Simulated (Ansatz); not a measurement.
The structure below was relaxed with PBEsol/PAW in Ansatz (a program for electronic structure), no spin-orbit coupling, at pressure −2 GPa.

```xyz
2
Lattice="0.0000 2.7700 2.7700 2.7700 0.0000 2.7700 2.7700 2.7700 0.0000" Properties=species:S:1:pos:R:3 pbc="T T T"
O      0.0000     0.0000     0.0000
Ba     2.7700     2.7700     2.7700
```

Q: Find the space group and the Wyckoff positions.

A: Space group Fm-3m (No. 225); a = 5.540 Å, b = 5.540 Å, c = 5.540 Å, α = 90.00°, β = 90.00°, γ = 90.00°

| atom | site | symmetry | x | y | z |
|---|---|---|---|---|---|
| O | 4a | m-3m | 0.0000 | 0.0000 | 0.0000 |
| Ba | 4b | m-3m | 0.5000 | 0.5000 | 0.5000 |

Q: Describe the coordination.

A: The crystal has 8 atoms in its conventional cell. Lattice parameters: a = b = c = 5.5400 Å, α = β = γ = 90.00°. O has 6 Ba at 2.770 Å (octahedral). Ba sees 6 O at 2.770 Å (octahedral). (Neighbours: up to the widest gap in distance over summed covalent radii, below 1.35, at either atom; cation-cation and far metal-metal contacts left out.)

Load acts through the strain it causes; cell and atoms are relaxed under it. No phonon test of stability was made. The cell was made from BaO in the rock salt structure (space group Fm-3m, No. 225) by this change: pressure −2 GPa.
